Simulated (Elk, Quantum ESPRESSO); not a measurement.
## Equation of state of hcp Zr (space group 194): energy against volume (Elk, PBE)

```yaml
crystal:
  lattice:
    - [3.17257, 0.00000, 0.00000]
    - [-1.58628, 2.74752, 0.00000]
    - [0.00000, 0.00000, 5.05843]
  atoms:
    - { symbol: Zr, position: [0.66667, 0.33333, 0.75000] }
    - { symbol: Zr, position: [0.33333, 0.66667, 0.25000] }
```

Level of theory: PBE, all-electron FP-LAPW, Elk's shipped species files, APW+lo basis with extra local orbitals in Elk. Settings: xctype = 20; rgkmax = 9.12; swidth = 0.00183747 Ha; ngridk = 21 21 11; gmaxvr = 16 1/bohr; nxlo = 2; lorbcnd = true; lmaxi = 2; maxscl = 100; sphere radii = {Zr: 2.6} bohr. The cell above is the first row's. The rows scale it uniformly. In all rows fractional positions and the k mesh are held. E is the free energy at the stated smearing, counted from the lowest row.

```csv
V (Å^3/atom),E (meV/atom)
22.046,30.61
22.526,13.79
23.005,3.76
23.484,0.00
23.963,1.95
24.443,9.14
24.922,21.14
25.401,37.52
25.881,?
```

The 8 complete rows are fitted with the third-order Birch-Murnaghan form, a cubic in V^(-2/3), E against V. With u = V^(-2/3) - 0.121, the rows have u = 0.006188, 0.004375, 0.002628, 0.000942, -0.000689, -0.002269, -0.003795, -0.005274. Least squares gives E = 0.451 - 1452.8·u + 1041375·u² - 3041363·u³. Residuals (row less fit): -0.006, 0.017, -0.010, -0.004, 0.003, -0.004, 0.011, -0.005; standard error 0.013 (degrees of freedom: 4). Its minimum lies at u = 0.000700, so V0 = (0.121700)^(-3/2) = 23.55. There d²E/du² = 2070000 and d³E/du³ = -1.825e7, so B0 = (4/9) × 23.55^(-7/3) × 2070000 × 0.160218 = 92.7 GPa (the last factor turns the table's units into GPa), and B0' = 4 + (2/3) × 0.121700 × (-1.825e7)/2070000 = 3.3.

### Question
Estimate the missing E (V = 25.881); what did the run itself give?

### Answer
u = -0.006709, so E = 0.451 - 1452.8 × (-0.006709) + 1041375 × (-0.006709)² - 3041363 × (-0.006709)³ = 57.989 meV/atom. The calculation gives 57.93 meV/atom, 0.059 meV/atom below the prediction (0.1 % of the range of E in the table). The row lies outside the fitted rows, so this is an extrapolation. From the scatter of the fitted rows alone, a prediction at this place has a standard error of 0.030 meV/atom, so the miss is 1.9 times that.

Carrying the step between the two nearest rows on in a straight line would have given 53.93, off by 4.00; series whose last step already gives the withheld value aren't shown. The scan was laid around a cell of about the measured size, scaled by a guess for this functional; axis ratios and inner coordinates come from that cell. The runs keep the symmetry of the cell, so they don't test it for distortions. A plane-wave scan with the same functional (Quantum ESPRESSO, GBRV) gives V0 = 23.39 Å^3/atom and B0 = 94.0 GPa; a Birch-Murnaghan fit to all rows here lies 0.7 % from it in V0 and -1 % in B0; the two differ in basis, and may differ in potentials and mesh. Values depend on the basis (sphere radii, cutoffs, local orbitals), which need not be converged. The shape of the cell and the inner coordinates aren't relaxed, so V0 and B0 belong to this uniform scaling; a relaxed crystal lies no higher in energy and is usually softer. Sphere radii are the same in all rows. Cutoffs and mesh are single choices, not tested for convergence of this quantity. Series with a scatter that would blur these digits, or in which a gap closes, are not shown. Nor are scans whose minimum lies at an end fitted in this form.
